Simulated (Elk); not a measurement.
Input and output of a self-consistent single point for Hf₅Sc (P-62m, 6 atoms in the cell) (Elk).

Computed with Elk 10.2.4 with LDA (PW92), all-electron FP-LAPW, Elk's shipped species files, APW+lo basis with extra local orbitals.

```yaml
crystal:
  lattice:
    - [5.56147, 0.00000, 0.00000]
    - [-2.78073, 4.81637, 0.00000]
    - [0.00000, 0.00000, 5.02450]
  atoms:
    - { symbol: Hf, position: [0.66053, 0.00000, 0.00000] }
    - { symbol: Hf, position: [0.33947, 0.33947, 0.00000] }
    - { symbol: Hf, position: [0.00000, 0.66053, 0.00000] }
    - { symbol: Hf, position: [0.33333, 0.66667, 0.50000] }
    - { symbol: Hf, position: [0.66667, 0.33333, 0.50000] }
    - { symbol: Sc, position: [0.00000, 0.00000, 0.50000] }
```

Reference input (self-consistent single point, DFT, PBEsol, all-electron FP-LAPW, Elk's shipped species files, APW+lo basis with extra local orbitals): xctype = 22; rgkmax = 8; stype = 0; swidth = 0.00367493 Ha; ngridk = 5 5 5; tforce = true; gmaxvr = 18 1/bohr; lmaxapw = 10; lmaxo = 8; nxlo = 2; lorbcnd = true; lradstp = 2. This run's input differs from it in these lines:

```diff
@@ -2,5 +2,2 @@
   0
-
-xctype
-  22
```

Output, abridged:

```
│ Self-consistent loop started │
│ Loop number : 1 │
 total energy                :     -76190.3697519
│ Loop number : 2 │
 total energy                :     -76191.8329277
RMS change in Kohn-Sham potential (target) :   0.7508187822E-01 (  0.1000000000E-05)
Absolute change in total energy (target)   :    1.463175725     (  0.1000000000E-03)
│ Loop number : 3 │
 total energy                :     -76200.6761158
RMS change in Kohn-Sham potential (target) :   0.5574087635E-01 (  0.1000000000E-05)
Absolute change in total energy (target)   :    9.208982069     (  0.1000000000E-03)
│ Loop number : 4 │
   [... lines left out ...]
Absolute change in total energy (target)   :   0.2482800774E-03 (  0.1000000000E-03)
│ Loop number : 19 │
 total energy                :     -76206.6082436
RMS change in Kohn-Sham potential (target) :   0.3373558913E-07 (  0.1000000000E-05)
Absolute change in total energy (target)   :   0.1330878295E-03 (  0.1000000000E-03)
│ Loop number : 20 │
 total energy                :     -76206.6082342
RMS change in Kohn-Sham potential (target) :   0.2100028034E-07 (  0.1000000000E-05)
Absolute change in total energy (target)   :   0.4269750207E-04 (  0.1000000000E-03)
Convergence targets achieved

│ Loop number : 21 │

Energies :
 Fermi                       :     0.315992076888
 total energy                :     -76206.6082560

Density of states at Fermi energy :    134.7264378
 (states/Hartree/unit cell)

Estimated indirect band gap :   0.3181637219E-02
 from k-point     17 to k-point     15
Estimated direct band gap   :   0.5255621268E-02
 at k-point     16

Charges :
 core                        :    240.0000000
 valence                     :    141.0000000
 interstitial                :    9.953030476
 muffin-tins (core leakage)
  species :    1 (Hf)
   atom    1                 :    70.37457614     (  0.4199406689E-06)
   atom    2                 :    70.37457614     (  0.4199406689E-06)
   atom    3                 :    70.37457614     (  0.4199406689E-06)
   [... lines left out ...]
   total force               :    -0.00000000   -0.00000000    0.00000000
   total magnitude           :     0.00000000
 species :    2 (Sc)
  atom :    1
   Hellmann-Feynman          :     0.00000000    0.00000000    0.00000000
   IBS                       :    -0.00000000   -0.00000000    0.00000000
   total force               :    -0.00000000   -0.00000000    0.00000000
   total magnitude           :     0.00000000
```

The run converged in 21 iterations. The count includes the last loop, which Elk runs after its targets are met. 

The starting cell comes from a database of computed structures (which also holds hypothetical and non-ambient phases and stackings), without a prior relaxation at this level. Spin-orbit coupling is off. Values depend on the basis (sphere radii, cutoffs, local orbitals), which need not be converged. The log's line on a gap gives a spacing of levels on this mesh, which the program prints for metals too.

Cost on one core of a shared machine: roughly 6 min.
